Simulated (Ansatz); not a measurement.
WSi2: response to strain

Base system: WSi2 (space group I4/mmm, No. 139; a = 3.2289 Å, c = 7.8697 Å; relaxed with 0.1 eV smearing). Axes: x, y, z lie along a, b, c of the conventional cell.

Strains are applied to the cell and any free atomic positions relax; under biaxial strain the out-of-plane vector relaxes too.

Level of theory: Ansatz (a quantum-chemistry and plane-wave program) PBE, spin-orbit coupling left out.

Notes on the quantities. energy relative to the base: free energy F.

| biaxial strain, plane normal [001], relaxed out of plane (%) | energy relative to the base (meV/atom) |
|---|---|
| -3 | 40.9 |
| -2.5 | 28.1 |
| -2 | ? |
| -1.5 | 9.9 |
| -1 | 4.4 |
| -0.5 | 1.1 |
| 0 | 0.0 |

Question: Fit ΔE = Aε² + Bε³ (ε in %) to the rows shown and predict the withheld row.

Answer: Least squares on the printed values gives A = 4.27 and B = -0.091 meV/atom (largest residual 0.0 meV/atom); this predicts 17.8 meV/atom, and the run gives 17.8 meV/atom, in agreement.

No phonon test of stability was made. The final runs are not spin-polarised.
